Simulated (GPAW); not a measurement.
Band structure of AlSn (P-6m2, 2 atoms in the cell).

```
CELL_PARAMETERS angstrom
      4.19811     0.00000     0.00000
     -2.09905     3.63567     0.00000
      0.00000     0.00000     3.30685
ATOMIC_POSITIONS crystal
  Al 0.00000 0.00000 0.00000
  Sn 0.33333 0.66667 0.50000
```

Computed with LDA (Perdew-Wang 92), GPAW PAW datasets LDA (gpaw-data 1.0.1) (plane waves; GPAW).

Settings: mode = pw; ecut = 550 eV; xc = LDA; kpts = 7 7 8; mesh shift (steps) = 0 0 0; occupations.name = methfessel-paxton; occupations.width = 0.1 eV; occupations.order = 0; nbands = -8; convergence.density = 1e-05 e/electron; convergence.energy = 1e-05 eV/electron; symmetry.symmorphic = false; symmetry.tolerance = 0.0005; maxiter = 150.

The starting cell comes from a database of computed structures (which also holds hypothetical and non-ambient phases and stackings), without a prior relaxation at this level.

Levels in eV from the Fermi level, bands 5 to 12:
```
point       5       6      7      8      9     10    11    12
-----  ------  ------  -----  -----  -----  -----  ----  ----
Γ      -21.10  -10.45  -0.21  -0.21   0.59   2.57  3.17  3.17
M      -21.10   -8.65  -6.30  -1.81   0.59   4.36  6.46  7.18
K      -21.10   -8.25  -6.30  -3.92   4.95   5.44  5.73  5.97
A      -21.04   -7.47  -6.18   2.67   2.67   3.61  3.61  3.72
L      -21.03   -5.82  -4.20  -3.14  -2.32   1.17  2.44  3.71
H      -21.03   -5.48  -3.58  -3.04  -2.60  -0.87  0.25  7.62
```

Bands cross the Fermi level along this path, so the cell is metallic at this level.
